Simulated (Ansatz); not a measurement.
Defect: interstitial Na in rutile TiO2, charge state +1. Computed with PBE, PAW (plane waves to 420 eV; Ansatz, a program for electronic structure).

72-site cell at the relaxed PBE lattice, one k-point at (0.250, 0.250, 0.250), smearing 0.01 eV, spin-restricted, no finite-size correction. Energies are static. The charge state is imposed; whether it is stable for some Fermi level was not computed. Sites that were not tried may lie lower. The start lies 0.13 eV above the lowest site run (PBE).

Barriers: single points on a 2×2×2 k-point mesh shifted by half a step at the bands' geometries.

Relaxed starting cell (atoms counted from 1):

```
CELL_PARAMETERS angstrom
      9.28699     0.00000     0.00000
      0.00000     9.28699     0.00000
      0.00000     0.00000     8.89145
ATOMIC_POSITIONS crystal
  Ti 0.00249 0.02368 0.00212
  Ti 0.01628 0.01203 0.33215
  Ti 0.00433 0.99693 0.66755
  Ti 0.99634 0.47482 0.00065
  Ti 0.98281 0.48646 0.33087
  Ti 0.99416 0.50193 0.66637
  Ti 0.49693 0.00314 0.98949
  Ti 0.48790 0.01107 0.33844
  Ti 0.49173 0.97959 0.66378
  Ti 0.50141 0.49462 0.98971
  Ti 0.51158 0.48810 0.33880
  Ti 0.50709 0.51923 0.66424
  Ti 0.25739 0.25513 0.16503
  Ti 0.24776 0.26335 0.50311
  Ti 0.25314 0.25137 0.82477
  Ti 0.28540 0.74467 0.16772
  Ti 0.24144 0.73871 0.49473
  Ti 0.23591 0.74762 0.83980
  Ti 0.74130 0.24345 0.16579
  Ti 0.75195 0.23621 0.50425
  Ti 0.74495 0.24650 0.82600
  Ti 0.71363 0.75373 0.16708
  Ti 0.75753 0.76043 0.49445
  Ti 0.76264 0.75086 0.83957
  O  0.14847 0.16300 0.99802
  O  0.15100 0.16147 0.33797
  O  0.15351 0.15277 0.66701
  O  0.15653 0.65264 0.00506
  O  0.15300 0.65676 0.32629
  O  0.14803 0.65293 0.66723
  O  0.64866 0.15086 0.00142
  O  0.64813 0.15100 0.33299
  O  0.65144 0.15098 0.66792
  O  0.64841 0.65256 0.99560
  O  0.64810 0.65298 0.33917
  O  0.65278 0.65484 0.66698
  O  0.10027 0.40087 0.16904
  O  0.09853 0.40375 0.50440
  O  0.09802 0.40201 0.83037
  O  0.11344 0.93217 0.16679
  O  0.09763 0.90305 0.49865
  O  0.09642 0.90304 0.83801
  O  0.60239 0.40083 0.16755
  O  0.59868 0.40198 0.50222
  O  0.59953 0.40184 0.83376
  O  0.58748 0.90178 0.16781
  O  0.59863 0.90393 0.49954
  O  0.59681 0.90399 0.83425
  O  0.39679 0.09797 0.16742
  O  0.40038 0.09645 0.50243
  O  0.39944 0.09679 0.83402
  O  0.41160 0.59680 0.16744
  O  0.40067 0.59487 0.49960
  O  0.40210 0.59447 0.83429
  O  0.89852 0.09767 0.16925
  O  0.90060 0.09486 0.50403
  O  0.90113 0.09648 0.83018
  O  0.88527 0.56661 0.16734
  O  0.90121 0.59544 0.49861
  O  0.90272 0.59537 0.83811
  O  0.35042 0.34781 0.00171
  O  0.35058 0.34802 0.33302
  O  0.34791 0.34726 0.66800
  O  0.35097 0.84558 0.99553
  O  0.35069 0.84602 0.33899
  O  0.34616 0.84395 0.66684
  O  0.85041 0.33569 0.99798
  O  0.84855 0.33669 0.33788
  O  0.84524 0.34595 0.66698
  O  0.84207 0.84613 0.00517
  O  0.84646 0.84180 0.32650
  O  0.85117 0.84549 0.66750
  Na 0.99952 0.74930 0.15517
```
Cell charge +1.

End state 1 differs by these moves (Å; atoms that move under 0.08 Å are left out):

| atom | element | Δx | Δy | Δz |
|---|---|---|---|---|
| 1 | Ti | -0.01 | 0.11 | -0.02 |
| 2 | Ti | -0.12 | -0.24 | -0.04 |
| 3 | Ti | 0.06 | -0.06 | 0.05 |
| 4 | Ti | 0.01 | -0.11 | -0.01 |
| 5 | Ti | 0.12 | 0.24 | -0.04 |
| 6 | Ti | -0.05 | 0.07 | 0.05 |
| 7 | Ti | -0.03 | 0.04 | 0.10 |
| 8 | Ti | 0.08 | -0.07 | 0.02 |
| 9 | Ti | -0.05 | 0.17 | -0.01 |
| 10 | Ti | 0.03 | -0.03 | 0.11 |
| 11 | Ti | -0.08 | 0.08 | 0.02 |
| 12 | Ti | 0.06 | -0.18 | -0.01 |
| 13 | Ti | -0.03 | -0.03 | 0.10 |
| 14 | Ti | -0.17 | -0.04 | -0.01 |
| 15 | Ti | 0.06 | 0.08 | 0.03 |
| 16 | Ti | -0.12 | 0.00 | -0.01 |
| 17 | Ti | 0.06 | 0.04 | 0.05 |
| 18 | Ti | 0.26 | -0.13 | -0.03 |
| 19 | Ti | 0.03 | 0.04 | 0.10 |
| 20 | Ti | 0.16 | 0.04 | -0.01 |
| 21 | Ti | -0.05 | -0.07 | 0.01 |
| 22 | Ti | 0.11 | 0.01 | -0.01 |
| 23 | Ti | -0.05 | -0.05 | 0.06 |
| 24 | Ti | -0.26 | 0.13 | -0.03 |
| 26 | O | 0.03 | -0.09 | -0.04 |
| 28 | O | 0.24 | -0.17 | -0.05 |
| 40 | O | -0.17 | -0.24 | -0.05 |
| 48 | O | -0.09 | -0.04 | -0.05 |
| 54 | O | 0.09 | 0.04 | -0.05 |
| 58 | O | 0.17 | 0.24 | -0.05 |
| 68 | O | -0.04 | 0.10 | -0.04 |
| 70 | O | -0.23 | 0.17 | -0.05 |
| 73 | Na | 0.00 | 0.00 | -1.30 |

Task: Give the forward and backward barriers to end state 1 at the level PBE, PAW.

Result: forward 0.081 eV, backward 0.081 eV; at the saddle point atom 73 has neighbours 4 O at 2.04 Å. The saddle point's order was not checked, and it lies on a symmetry element of the cell, where a band can be held.

End state 2 differs by these moves (Å; atoms that move under 0.08 Å are left out):

```json
[
 {"atom": "1", "element": "Ti", "Δx": "0.00", "Δy": "0.11", "Δz": "0.00"},
 {"atom": "2", "element": "Ti", "Δx": "-0.06", "Δy": "-0.21", "Δz": "-0.03"},
 {"atom": "3", "element": "Ti", "Δx": "-0.01", "Δy": "-0.10", "Δz": "0.06"},
 {"atom": "4", "element": "Ti", "Δx": "0.00", "Δy": "-0.11", "Δz": "0.01"},
 {"atom": "5", "element": "Ti", "Δx": "0.05", "Δy": "0.21", "Δz": "-0.02"},
 {"atom": "6", "element": "Ti", "Δx": "0.01", "Δy": "0.10", "Δz": "0.06"},
 {"atom": "7", "element": "Ti", "Δx": "-0.02", "Δy": "0.04", "Δz": "0.10"},
 {"atom": "8", "element": "Ti", "Δx": "-0.01", "Δy": "-0.12", "Δz": "0.00"},
 {"atom": "9", "element": "Ti", "Δx": "0.03", "Δy": "0.22", "Δz": "-0.03"},
 {"atom": "10", "element": "Ti", "Δx": "0.03", "Δy": "-0.04", "Δz": "0.10"},
 {"atom": "11", "element": "Ti", "Δx": "0.01", "Δy": "0.12", "Δz": "0.00"},
 {"atom": "12", "element": "Ti", "Δx": "-0.03", "Δy": "-0.23", "Δz": "-0.03"},
 {"atom": "13", "element": "Ti", "Δx": "0.02", "Δy": "0.04", "Δz": "0.08"},
 {"atom": "14", "element": "Ti", "Δx": "-0.17", "Δy": "-0.05", "Δz": "-0.04"},
 {"atom": "16", "element": "Ti", "Δx": "-0.20", "Δy": "-0.10", "Δz": "-0.02"},
 {"atom": "17", "element": "Ti", "Δx": "0.06", "Δy": "0.04", "Δz": "0.05"},
 {"atom": "18", "element": "Ti", "Δx": "0.34", "Δy": "-0.03", "Δz": "-0.04"},
 {"atom": "19", "element": "Ti", "Δx": "-0.02", "Δy": "-0.04", "Δz": "0.07"},
 {"atom": "20", "element": "Ti", "Δx": "0.16", "Δy": "0.04", "Δz": "-0.05"},
 {"atom": "22", "element": "Ti", "Δx": "0.19", "Δy": "0.09", "Δz": "-0.02"},
 {"atom": "23", "element": "Ti", "Δx": "-0.06", "Δy": "-0.04", "Δz": "0.05"},
 {"atom": "24", "element": "Ti", "Δx": "-0.34", "Δy": "0.03", "Δz": "-0.05"},
 {"atom": "26", "element": "O", "Δx": "0.03", "Δy": "-0.10", "Δz": "-0.04"},
 {"atom": "28", "element": "O", "Δx": "0.24", "Δy": "-0.16", "Δz": "-0.03"},
 {"atom": "40", "element": "O", "Δx": "-0.20", "Δy": "-0.27", "Δz": "-0.06"},
 {"atom": "48", "element": "O", "Δx": "-0.10", "Δy": "-0.05", "Δz": "-0.02"},
 {"atom": "54", "element": "O", "Δx": "0.09", "Δy": "0.05", "Δz": "-0.02"},
 {"atom": "58", "element": "O", "Δx": "0.20", "Δy": "0.27", "Δz": "-0.06"},
 {"atom": "68", "element": "O", "Δx": "-0.04", "Δy": "0.11", "Δz": "-0.04"},
 {"atom": "70", "element": "O", "Δx": "-0.24", "Δy": "0.16", "Δz": "-0.03"},
 {"atom": "73", "element": "Na", "Δx": "0.00", "Δy": "0.00", "Δz": "-1.45"}
]
```

Task: Predict the forward and backward barriers to end state 2 from PBE, PAW.

Result: forward 0.083 eV, backward 0.083 eV; at the saddle point atom 73 has neighbours 4 O at 2.04 Å. The saddle point's order was not checked, and it lies on a symmetry element of the cell, where a band can be held.
